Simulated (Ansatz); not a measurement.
**What pressure 75 GPa does to NbN**

Base system: NbN in the rock salt structure (space group Fm-3m, No. 225; a = 4.4213 Å).

The change: a hydrostatic pressure of 75 GPa.

Level of theory: PBE in Ansatz (plane waves to 420 eV, PAW, no spin-orbit coupling). k-mesh 18×18×18 (Γ-centred); smearing 0.05 eV (Fermi–Dirac).

The volume per atom decreases by 1.68 Å³ (10.80 Å³ → 9.12 Å³) and the density increases by 1.51 g/cm³, from 8.22 g/cm³ to 9.73 g/cm³. The lattice parameter a shrinks by 0.242 Å (4.421 Å → 4.179 Å) and the shortest interatomic distance drops by 0.121 Å (2.211 Å → 2.090 Å). The enthalpy H = E + PV relative to the base's energy is +4.61 eV/atom and the band gap remains zero.

Final structure:

```xyz
2
Lattice="0.0000 2.0897 2.0897 2.0897 0.0000 2.0897 2.0897 2.0897 0.0000" Properties=species:S:1:pos:R:3 pbc="T T T"
N      0.0000     0.0000     0.0000
Nb     2.0897     2.0897     2.0897
```

Load acts through the strain it causes; cell and atoms are relaxed under it. Whether these cells are dynamically stable was not tested. No other phases were tried under pressure. All final runs are without spin polarisation.

Ansatz is a first-principles code.
